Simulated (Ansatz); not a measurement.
Abridged Ansatz (a first-principles code) output:

```
Pseudopotential: Li, paw, valence charge 3
Pseudopotential: F, paw, valence charge 7
Crystal: 2 atoms, lattice volume = 15.937 Å³
Basis set: ecut = 500 eV, 437 PW (Γ), exchange–correlation on 80×80×80 points (64 copies of the dense FFT grid, shifted against one another)
Bands: 9, of which v1, the nominal top of the filled ones, is band 5 counted from 1 (4 counted from 0)
Symmetry: 48 space group operations
k-points: 84 of 2197
Functional: x = r2scan, c = r2scan; τ floored in thin density (d = 2e-4 eV/Å³)
SCF iter   1: F=—  HF=-1017.663279 eV  |F-HF|=—  |Δ(HF+E_count)|=         —  Δρ=7.69e-3  dr2=8.31e-3  dr2_τ=3.27e-2  ethr=1.77e-3  ⟨swp⟩=5.3  Hψ=4779  notcnv=0
SCF iter   2: F=—  HF=-1017.710605 eV  |F-HF|=—  |Δ(HF+E_count)|=   4.73e-2  Δρ=4.15e-3  dr2=6.65e-4  dr2_τ=2.63e-4  ethr=8.31e-5  ⟨swp⟩=2.0  Hψ=2104  notcnv=0
SCF 1 converged in 7 iterations: F = -1017.710556 eV  dr2 = 1.62e-10
SCF converged after 7 iterations
Free energy (F): -1017.710556 eV
Internal energy: -1017.710556 eV  (E = F + TS)
E sigma→0 (E₀):  -1017.710556 eV
Fermi energy:    6.466222 eV
--- Forces (eV/Å), atoms counted from 1 ---
  atom   1  Li    -0.00000000     0.00000000     0.00000000
  atom   2  F      0.00000000    -0.00000000    -0.00000000
--- Stress (GPa, compression-positive) ---
       -0.000245      -0.000000       0.000000
        0.000000      -0.000245       0.000000
        0.000000       0.000000      -0.000245
  P = ⅓ Tr σ = -0.0002 GPa (-0.002 kbar)
```

### Question
What was computed, and what are the main results?

### Answer
LiF, 2 atoms in the cell, with r2SCAN (Ansatz), no spin-orbit coupling. The last SCF converged to F = -1017.710556 eV, or -508.8553 eV per atom, at a pressure of 0.00 GPa. The total energy compares only with runs of the same code, potentials and settings.

Whether these cells are dynamically stable was not tested. The cell is LiF in the CsCl type structure (space group Pm-3m, No. 221; a model cell, its experimental status unchecked). This is not the structure that LiF has at room temperature and ambient pressure.
